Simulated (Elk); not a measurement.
Input and output of a self-consistent single point for Na3Tl (Pm-3m, 4 atoms in the cell) (Elk).

Method of the run: Elk with LDA (PW92), all-electron FP-LAPW, Elk's shipped species files, LAPW+lo basis.

```
Na3Tl
1.0
    4.90923     0.00000     0.00000
    0.00000     4.90923     0.00000
    0.00000     0.00000     4.90923
Na Tl
3 1
Cartesian
  0.00000   2.45461   2.45461
  2.45461   0.00000   2.45461
  2.45461   2.45461   0.00000
  0.00000   0.00000   0.00000
```

Reference input (self-consistent single point, DFT, LDA (PW92), all-electron FP-LAPW, Elk's shipped species files, LAPW+lo basis): rgkmax = 8; stype = 0; swidth = 0.00183747 Ha; ngridk = 5 5 5; vkloff = 0.5 0.5 0.5; gmaxvr = 16 1/bohr; nxoapwlo = 1; maxscl = 100. This run's input differs from it in these lines:

```diff
@@ -41,3 +41,3 @@
 ngridk
-  5 5 5
+  11 11 11
```

Output (repeated stretches shortened):

```
│ Self-consistent loop started │
│ Loop number : 1 │
 total energy                :     -20757.8812504
│ Loop number : 2 │
 total energy                :     -20758.0691961
RMS change in Kohn-Sham potential (target) :   0.6692046342E-01 (  0.1000000000E-05)
Absolute change in total energy (target)   :   0.1879456750     (  0.1000000000E-03)
│ Loop number : 3 │
 total energy                :     -20759.3594274
RMS change in Kohn-Sham potential (target) :   0.5391194502E-01 (  0.1000000000E-05)
Absolute change in total energy (target)   :    1.337217750     (  0.1000000000E-03)
│ Loop number : 4 │
   [... lines left out ...]
Absolute change in total energy (target)   :   0.3286406936E-03 (  0.1000000000E-03)
│ Loop number : 13 │
 total energy                :     -20762.6907846
RMS change in Kohn-Sham potential (target) :   0.1524569848E-06 (  0.1000000000E-05)
Absolute change in total energy (target)   :   0.1046061880E-03 (  0.1000000000E-03)
│ Loop number : 14 │
 total energy                :     -20762.6907934
RMS change in Kohn-Sham potential (target) :   0.2880504476E-07 (  0.1000000000E-05)
Absolute change in total energy (target)   :   0.3494347038E-04 (  0.1000000000E-03)
Convergence targets achieved

│ Loop number : 15 │

Energies :
 Fermi                       :     0.752748145796E-01
 total energy                :     -20762.6907969

Density of states at Fermi energy :    54.46703999
 (states/Hartree/unit cell)

Estimated indirect band gap :   0.1695375693E-02
 from k-point      9 to k-point     39
Estimated direct band gap   :   0.1101330426E-01
 at k-point     52

Charges :
 core                        :    68.00000000
 valence                     :    46.00000000
 interstitial                :    4.214947937
 muffin-tins (core leakage)
  species :    1 (Na)
   atom    1                 :    10.06048896     (  0.1332267630E-14)
   atom    2                 :    10.06048896     (  0.1332267630E-14)
   atom    3                 :    10.06048896     (  0.1332267630E-14)
  species :    2 (Tl)
   atom    1                 :    79.60358517     (  0.3666122683E-04)
 total in muffin-tins        :    109.7850521
 total calculated charge     :    113.9981269
 total charge                :    114.0000000
 error                       :   0.1873103073E-02

│ Self-consistent loop stopped │
```

The run converged in 15 iterations. The count includes the last loop, which Elk runs after its targets are met. Against the reference run the total energy goes up by 6.2 meV/atom.

The starting cell comes from a database of computed structures (which also holds hypothetical and non-ambient phases and stackings), without a prior relaxation at this level. Spin-orbit coupling is off. Values depend on the basis (sphere radii, cutoffs, local orbitals), which need not be converged. The log's line on a gap gives a spacing of levels on this mesh, which the program prints for metals too.

Cost on one core of a shared machine: roughly 5 min.
